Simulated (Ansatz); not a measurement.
The starting structures come from a database of crystals and need not be the phases stable at ambient conditions.

By LDA and PBEsol, the system below comes out a metal.

Here is the system:

```yaml
crystal:
  lattice:
    - [3.12240, 0.00000, 0.00000]
    - [0.03892, 4.40585, 0.00000]
    - [0.00000, 0.00000, 4.34752]
  atoms:
    - { symbol: Sb, position: [0.01139, 0.75883, 0.75000] }
    - { symbol: Sb, position: [0.98861, 0.24117, 0.25000] }
```

Space group of this cell: P2_1/m. The cell is taken as given; by PBEsol its mean pressure is -2.2 GPa.

The current runs along the normal of the first two printed vectors. All runs by Ansatz (an electronic-structure program), plane waves and PAW, without spin-orbit coupling; the base is PBEsol.

| run | mean pressure (GPa) | G/A, both spins (10¹⁵ S/m²) |
|---|---|---|
| base | -2.2 | 1.02 |
| all lengths scaled by 0.98 | 1.4 | 1.05 |
| all lengths scaled by 1.02 | -4.9 | 0.99 |
| lda in place of pbesol | -3.3 | 1.02 |
| lengths across the current scaled by 0.98, ions clamped | 0.1 | … |
| lengths across the current scaled by 1.02, ions clamped | -4.0 | … |
| lengths along the current scaled by 0.97, ions clamped | -0.5 | 1.00 |
| lengths along the current scaled by 1.03, ions clamped | -3.7 | … |

Problem. Some entries are withheld; supply them.

Solution. 
- lengths across the current scaled by 0.98, ions clamped, G/A, both spins (10¹⁵ S/m²): 1.06
- lengths across the current scaled by 1.02, ions clamped, G/A, both spins (10¹⁵ S/m²): 0.97
- lengths along the current scaled by 1.03, ions clamped, G/A, both spins (10¹⁵ S/m²): 1.04
